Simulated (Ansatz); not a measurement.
**Effect of pressure 15 GPa on C**

The reference is C in the diamond structure (space group Fd-3m, No. 227; a = 3.5317 Å).

Perturbation: cell and atoms relaxed at a pressure of 15 GPa.

Level of theory: LDA (Ansatz, an electronic-structure program), no spin-orbit coupling. Settings: 16×16×16 k-points, 0.05 eV Fermi–Dirac smearing.

The volume per atom decreases by 0.165 Å³ (5.51 Å³ → 5.34 Å³) and the density increases by 0.11 g/cm³, from 3.62 g/cm³ to 3.73 g/cm³. The lattice parameter a drops by 0.036 Å, from 3.532 Å to 3.496 Å and the shortest interatomic distance drops by 0.015 Å (1.529 Å → 1.514 Å). The band gap goes up by 0.08 eV to 4.25 eV and the smallest direct gap goes up by 0.09 eV, from 5.62 eV to 5.71 eV. The width of the top valence band goes up by 0.27 eV to 8.89 eV and the electron mass goes from 1.8 mₑ along k, 0.29 mₑ across (off the special points) to 1.7 mₑ along k, 0.29 mₑ across (off the special points). The hole mass (degenerate bands, along [100]) goes from 0.29, 0.29, 0.55 mₑ (at Γ) to 0.28, 0.28, 0.56 mₑ (at Γ).

Final structure:

```yaml
crystal:
  lattice:
    - [0.00000, 1.74808, 1.74808]
    - [1.74808, 0.00000, 1.74808]
    - [1.74808, 1.74808, 0.00000]
  atoms:
    - { symbol: C, position: [0.00000, 0.00000, 0.00000] }
    - { symbol: C, position: [0.25000, 0.25000, 0.25000] }
```

Load acts through the strain it causes; cell and atoms are relaxed under it. Effective masses come from finite differences of ±0.01 Å⁻¹. Along k means along the line from Γ to the band edge. Stability against distortions was not tested. No other phases were tried under pressure.
